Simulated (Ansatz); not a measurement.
**KZnF3 under a change: biaxial strain −1.80 %, plane normal [001], relaxed out of plane**

The reference is KZnF$_{3}$ in the cubic perovskite structure (space group Pm-3m, No. 221; a = 4.052 Å). Axes: x, y, z lie along the cube axes.

Now apply this change: biaxial strain −1.80 %, plane normal [001], relaxed out of plane (Cartesian); in-plane vectors clamped, the third vector and the atoms free.

Computed with PBEsol in Ansatz (plane waves to 420 eV, PAW, without spin-orbit coupling). k-mesh 8×8×8 (Γ-centred); smearing 0.05 eV (Fermi–Dirac).

- Volume per atom: 13.02 Å³ (base 13.31 Å³)
- Shortest interatomic distance: 1.990 Å (base 2.026 Å)
- Energy relative to the base (free energy F): +4.3 meV/atom
- Pressure (mean of the normal stresses, compression positive): 1.96 GPa (base 0.01 GPa)
- Band gap: 3.66 eV (base 3.71 eV)
- Gap character: indirect, M → Γ
- Smallest direct gap: 5.69 eV (base 5.52 eV)
- Electron mass: 0.44 mₑ (at Γ) (base 0.44 mₑ (at Γ))
- Out-of-plane strain: +1.47 %
- Ratio −ε⊥/ε∥: 0.82
- Mean in-plane stress (compression positive): +2.9 GPa

Masses are band curvatures over ±0.01 Å⁻¹ around the edge. Whether these cells are dynamically stable was not tested. Many cubic perovskites are stable only at high temperature; tilts and polar distortions were not tested. k-point labels follow each cell's own Brillouin zone.

Ansatz is a quantum-chemistry and plane-wave program.
